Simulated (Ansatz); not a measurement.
Functionals compared on the (110) surface of bcc Li in its 1x1 cell, outermost plane spacing 2.43 Å in the ideal cut, in Ansatz (plane waves, PAW). The structure was relaxed with PBE; the other rows are single points on it, each with its references at the same level. Cutoff 420 eV (500 eV for r2SCAN).

Model: 5-atom slab, 9.7 Å thick at the start (thin: gaps and levels are the slab's own), 13x13x1 mesh, Fermi-Dirac 0.1 eV, dipole correction, all atoms relaxed; symmetry of the start imposed; no spin, no spin-orbit, no U. These notes are the PBE run's.

| functional | surface energy (J/m²) | work function of the top face (eV) | rough cost of the single point |
|---|---|---|---|
| PBE | 0.49 | 3.25 | – |
| LDA | 0.52 | 3.34 | about 11 core-seconds (a rough figure) |
| PBEsol | 0.52 | 3.28 | roughly 12 core-seconds |
| RPBE | 0.46 | 3.20 | very roughly 13 core-seconds |
| r2SCAN | 0.51 | 3.25 | around 27 core-seconds (rough) |

Ansatz is a first-principles code.
